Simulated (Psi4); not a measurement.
Psi4 1.11, WB97X/def2-svp: W(O)(NMe)(F)(Me) (C[N]=[W]([CH3])(=[O])[F]), 12 atoms. The geometry is a generated start, not checked to be a minimum at this level.

```yaml
task: energy
method: wb97x
basis: def2-svp
memory: 3 GB
maxiter: 100
keys_of_the_molecule_block: symmetry c1
scf_type: df (default)
e_convergence: 1e-06 (default)
d_convergence: 1e-06 (default)
dft_radial_points: 75 (default)
dft_spherical_points: 302 (default)
effective_core_potentials: those of the basis set, past Kr
basis_functions: 132
grid_points: 259382
```

```xyz
12

W      0.0483    -0.5178     1.0342
O      1.4784    -0.2235     1.8770
N      0.2956    -0.6967    -0.7290
C      0.9314    -0.8005    -2.0017
H      0.2823    -0.4180    -2.7992
H      1.8712    -0.2298    -2.0127
H      1.1560    -1.8488    -2.2305
F     -1.1538    -1.7908     1.7505
C     -1.0457     1.3821     1.2116
H     -0.4633     2.2410     1.5802
H     -1.8069     1.1612     1.9921
H     -1.5935     1.7416     0.3274
```

Charge 0 and multiplicity 1 are set for this test and not shown to be the ground state.

With the defaults (diis = true, scf_initial_accelerator = adiis, damping_percentage = 0, guess = auto, which took SAD, diis_max_vecs = 10, level_shift = 0, level_shift_cutoff = 0.01) it converges in 12 SCF iterations. One run each on 2 threads, with these changes:
- scf_initial_accelerator = ediis
- guess = gwh
- level_shift = 0.5, level_shift_cutoff = 0.001
- scf_initial_accelerator = none
- guess = core
- guess = sadno
- guess = sapgau
- diis_max_vecs = 20
- diis = false, scf_initial_accelerator = none, damping_percentage = 60

### Question
Name the settings that don't reach the solution of the defaults.

### Answer
No convergence: diis = false, scf_initial_accelerator = none, damping_percentage = 60 (the run ends without SCF convergence in 100 iterations). The rest reach the solution of the defaults.

```tsv
setting	SCF iterations	end
the defaults	12	same solution
diis_max_vecs = 20	12	same solution
scf_initial_accelerator = none	12	same solution
level_shift = 0.5, level_shift_cutoff = 0.001	12	same solution
scf_initial_accelerator = ediis	12	same solution
guess = sadno	13	same solution
guess = core	16	same solution
guess = sapgau	16	same solution
guess = gwh	18	same solution
diis = false, scf_initial_accelerator = none, damping_percentage = 60	100	no convergence
```

1 further run of the study ended by our limits or in an error and is left out.
